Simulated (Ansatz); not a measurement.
Band structure of YGe2 (I4_1/amd, 6 atoms in the cell).

```xyz
6
Lattice="-2.0219 2.0219 8.4277 2.0219 -2.0219 8.4277 2.0219 2.0219 -8.4277" Properties=species:S:1:pos:R:3 pbc="T T T"
Y      0.0000     0.0000     8.4277
Y      2.0219     0.0000     4.2138
Ge     0.0000     2.0219     5.5284
Ge     0.0000     0.0000     1.3146
Ge     0.0000     0.0000    15.5408
Ge     0.0000     2.0219     2.8993
```

Method of the run: PBEsol, PAW files made with PBE (plane waves; Ansatz, a program for electronic structure).

Settings: kpoints.mp_grid.grid = 5 5 5; hamiltonian.xc = pbesol; hamiltonian.pseudopotentials = {kind: paw} (an earlier, softer set of the program's PAW files); scf.occupations.method = fermi_dirac; scf.occupations.width = 0.1 eV; kpoints.band_path.npoints = 8.

The starting cell comes from a database of computed structures (which also holds hypothetical and non-ambient phases and stackings), without a prior relaxation at this level. Its lattice was rescaled by a random factor within 2.5 % of one.

Levels in eV from the Fermi level, bands 36 to 43:
```csv
point,36,37,38,39,40,41,42,43
Γ,-1.31,-1.31,-0.69,-0.45,0.30,1.55,1.67,1.67
X,-2.72,-2.45,-2.45,-1.02,-1.02,1.72,1.72,2.28
Y,-2.77,-2.39,-2.39,-1.02,-1.02,1.71,1.71,2.29
S,-2.37,-1.01,-0.59,-0.16,0.23,0.63,1.83,2.03
Z,-1.32,-1.10,-1.10,0.27,0.27,1.58,1.58,1.83
S1,-2.37,-1.01,-0.59,-0.16,0.23,0.63,1.83,2.03
N,-1.98,-1.77,-1.07,0.45,0.46,0.73,1.44,1.55
P,-2.74,-2.42,-2.42,-1.04,-1.04,1.96,1.96,2.02
Y1,-2.77,-2.39,-2.39,-1.02,-1.02,1.71,1.71,2.29
```

Bands cross the Fermi level along this path, so the cell is metallic at this level.

Keys are those of Ansatz 0.2.
